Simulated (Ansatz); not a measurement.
Consider the following.

End structure of a constructed model of the (100) surface of fcc Al, c(2x2) layer of C, one a cell, on the site that continues the host's stacking (bottom of the slab: a bare face, its two planes held):

```xyz
13
Lattice="2.8581 2.8581 0.0000 -2.8581 2.8581 0.0000 0.0000 0.0000 27.0000" Properties=species:S:1:pos:R:3 pbc="T T T"
Al     1.4290     1.4290     8.1812
Al    -1.4290     1.4290     8.1812
Al     0.0000     0.0000    10.2022
Al     0.0000     2.8581    10.2022
Al     1.4290     1.4290    12.2615
Al    -1.4290     1.4290    12.2391
Al     0.0000     0.0000    14.3102
Al     0.0000     2.8581    14.3102
Al     1.4290     1.4290    16.3512
Al    -1.4290     1.4290    16.3066
Al     0.0000     0.0000    18.3164
Al     0.0000     2.8581    18.3164
C      1.4290     1.4290    18.6465
```

Slab: 13 atoms, 10.6 Å thick at the start; k 9x9x1, smearing 0.1 eV, dipole-corrected; 4 atoms held, the rest relaxed; held to the start's symmetry, so lower structures may exist; no spin, no spin-orbit, no U. It is one candidate, not shown to be the stable structure of the face.

Q: Give the work function of the top face at the level PBE run with Ansatz (an electronic-structure program).

A: 3.82 eV
